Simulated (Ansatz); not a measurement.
Take ZnInGaO₄ (space group R3m, No. 160; a = 3.311 Å, c = 25.762 Å (hexagonal axes)) as the base.

Structures relaxed with r2SCAN in Ansatz (plane waves to 500 eV, PAW, spin-orbit coupling left out).

Base:

Simulated powder pattern, Cu Kα1, λ = 1.54056 Å (kinematic, ideal powder, no thermal factors, no anomalous dispersion; the 8 strongest lines at most, above 2 %, up to 2θ = 90°):

| 2θ (°) | I/Imax (%) | hkl |
|---|---|---|
| 31.22 | 66 | (009) |
| 31.37 | 87 | (101) |
| 34.20 | 100 | (104) |
| 35.81 | 85 | (015) |
| 47.40 | 48 | (1 0 10) |
| 55.46 | 63 | (110) |
| 59.66 | 42 | (0 1 14) |
| 65.03 | 46 | (119) |

It is then changed as follows: every In is replaced by Cr, then cell and atoms are relaxed.

After the change:

Simulated powder pattern, Cu Kα1, λ = 1.54056 Å (kinematic, ideal powder, no thermal factors, no anomalous dispersion; the 8 strongest lines at most, above 2 %, up to 2θ = 90°):

```
2θ (°)  I/Imax (%)       hkl
------  ----------  --------
31.46           91     (009)
32.78           58     (101)
33.35           73     (012)
35.55          100     (104)
37.13           66     (015)
58.14           74     (110)
60.87           40  (0 1 14)
67.62           54     (119)
```

The indices refer to each structure's own conventional cell; one index is shown for lines that coincide.

No phonon test of stability was made. As relaxed here, ZnCrGaO4 is a hypothetical phase, not in the database extracts checked. No Hubbard U is applied and the magnetic state is the run's own (ZnCrGaO4 ferromagnetic); small cells can't hold the antiferromagnetic order that many such compounds have, so gaps and moments can be off.

Ansatz is a program for electronic structure.
